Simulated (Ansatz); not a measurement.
# FeBr3 (R-3, No. 148; cell taken from a computed entry)

All values below come from r²SCAN+rVV10 (PAW; Ansatz, a quantum-chemistry and plane-wave program).

Numerical settings: plane-wave cutoff 500 eV, 8×8×8 k mesh, Fermi–Dirac smearing 0.05 eV, spin-polarised start, scalar-relativistic PAW data made under PBE.

Cell: relaxed at this level.

```json
{
 "volume_per_atom": "27.32 Å³/atom",
 "band_gap": "0.91 eV (on the SCF k mesh)"
}
```

Note: the magnetic order was assumed, not searched for or taken from measurement; the relaxation could not lower the start's symmetry, so the cell can be a saddle point above a distorted one; a magnet's gap depends somewhat on the PAW data.

Spin–orbit coupling is not included.

The computed numbers hold no vibrational or temperature effects.
